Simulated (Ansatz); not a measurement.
Consider the energy of the reaction as written. Reaction: cell B → cell A. Negative: the products are lower in energy.

Cell A: a sheet of composition Re, 1 atom, square cell of 2.44 Å (6.0 Å²), symmetry P4/mmm, 0.0 Å thick under 16 Å of vacuum, in-plane vectors relaxed; planes from bottom to top: Re; a model cell; spin state with PBE: no moments, k-point mesh 24×24×1.
```yaml
crystal:
  lattice:
    - [2.44185, 0.00000, 0.00000]
    - [0.00000, 2.44185, 0.00000]
    - [0.00000, 0.00000, 16.00000]
  atoms:
    - { symbol: Re, position: [0.00000, 0.00000, 0.50000] }
```

Cell B: a sheet of composition Re, 1 atom, hexagonal cell of 2.58 Å (5.7 Å²), symmetry P6/mmm, 0.0 Å thick under 16 Å of vacuum, in-plane vectors relaxed; planes from bottom to top: Re; a model cell; spin state with PBE: no moments, k-point mesh 30×30×1.
```
CELL_PARAMETERS angstrom
      2.57552     0.00000     0.00000
     -1.28776     2.23046     0.00000
      0.00000     0.00000    16.00000
ATOMIC_POSITIONS crystal
  Re 0.00000 0.00000 0.50000
```

Computed with Ansatz (plane waves, PAW), its PAW set soft_1, cutoff 420 eV. The structures are at rest with PBE. Neutral cells; Fermi-Dirac smearing of at most 0.10 eV in the solids, energies taken to zero width. A dispersion term (D3(BJ), or D4 for r2SCAN) was computed beside these levels and is taken off wherever the name lacks it. Nuclei at rest; no vibrational terms. The runs are scalar-relativistic, without spin-orbit coupling. Cell A has symmetry P4/mmm and got no random move, so less symmetric positions, which may lie lower, weren't tried. Cell B has symmetry P6/mmm and got no random move, so less symmetric positions, which may lie lower, weren't tried.

Question: What is the computed value (PBE)?

Answer: 0.33 eV, for cell B → cell A.

Ansatz is a quantum-chemistry and plane-wave program.
